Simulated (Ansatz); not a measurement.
For TiAu (P4/nmm, No. 129; structure not from a measured cell), PBEsol in Ansatz (plane waves, PAW) gives:

```
Quantity                      Value
-------------------  --------------
lattice parameter a         3.308 Å
c axis length               6.008 Å
formation enthalpy   -0.475 eV/atom
```

Task: What does r²SCAN (plane waves, PAW; Ansatz, an electronic-structure program) give for the same quantities?

Result: 
- lattice constant a: 3.328 Å (goes up by 0.6 %)
- lattice parameter c: 6.081 Å (goes up by 1.2 %)
- formation enthalpy: -0.479 eV/atom (moves by -0.004 eV/atom)

Changes are worked out from the printed values.

Unless a cell is named, each level is at its own relaxed cell (PBEsol 16.44, r²SCAN 16.84 Å³/atom).

Levels without +SOC leave out spin–orbit coupling, which shifts energies and cells of such heavy elements.

Caveats: the relaxation could not lower the start's symmetry, so the cell can be a saddle point above a distorted one (PBEsol, r²SCAN). Ansatz's density-functional and Hartree–Fock values are scalar-relativistic unless marked +SOC, with PAW data made under PBE.
